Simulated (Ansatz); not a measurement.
Start from WSi$_{2}$ (space group I4/mmm, No. 139; relaxed with 0.1 eV smearing).

```
CELL_PARAMETERS angstrom
     -1.61445     1.61445     3.93487
      1.61445    -1.61445     3.93487
      1.61445     1.61445    -3.93487
ATOMIC_POSITIONS crystal
  Si 0.66548 0.66548 0.00000
  Si 0.33452 0.33452 0.00000
  W  0.00000 0.00000 0.00000
```

The values are results of DFT with PBE, PAW potentials and a 420 eV plane-wave cutoff in Ansatz (an electronic-structure program), without spin-orbit coupling, not measurements.

Before the change:

The band gap is zero and the pressure is 0.0 GPa.

Now apply this change: an isotropic linear strain of +1.50 %; the atoms relax in the strained cell.

Q: What happens to the band gap and pressure?

A: The band gap stays zero; the pressure (mean of the normal stresses, compression positive) goes from zero to -8.8 GPa.

Whether these cells are dynamically stable was not tested. All final runs are without spin polarisation.
